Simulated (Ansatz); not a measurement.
## VN under a change: N interstitial (started 1.76 Å from the nearest host atom), symmetric start

Take an 8-atom supercell of VN in the rock salt structure (space group Fm-3m, No. 225; a = 4.073 Å) at its relaxed geometry as the base.

The change: a neutral N interstitial (started 1.76 Å from the nearest host atom), symmetric start, atoms relaxed at fixed cell.

All numbers come from PBEsol in Ansatz (plane waves to 420 eV, PAW, no spin-orbit coupling). Settings: 8×8×8 k-points, 0.05 eV Fermi–Dirac smearing.

| quantity | base | changed | shift |
|---|---|---|---|
| pressure | 0.1 GPa | 57.0 GPa | +56.9 GPa |
| largest displacement of a host atom from its site in the perfect cell | – | 0.25 Å | – |
| final site of the added atom | – | 4 V at 1.78 Å (tetrahedral) | – |

Final structure:

```
CELL_PARAMETERS angstrom
     -4.07315     0.00000     0.00000
      0.00000     0.00000     4.07315
      0.00000     4.07315     0.00000
ATOMIC_POSITIONS crystal
  N  0.96472 0.96472 0.96472
  N  0.53528 0.96472 0.53528
  N  0.53528 0.53528 0.96472
  N  0.96472 0.53528 0.53528
  V  0.50195 0.50195 0.50195
  V  0.99805 0.50195 0.99805
  V  0.99805 0.99805 0.50195
  V  0.50195 0.99805 0.99805
  N  0.25000 0.25000 0.25000
```

The magnetic state is the one reached from the starting moments; the real material's order can differ, and small cells can't hold many antiferromagnetic ones. In so small a cell the defect repeats every few ångströms: this is an ordered compound, not a dilute defect. The defect started on the symmetric site and kept its symmetry, so it may sit on a saddle. Seeded moments were not kept for N interstitial (started 1.76 Å from the nearest host atom) and the base. Spin-polarised in the final run: N interstitial (started 1.76 Å from the nearest host atom); the other runs are not. The defect cell is spin-polarised and ends with 0.0 μB.

Ansatz is a quantum-chemistry and plane-wave program.
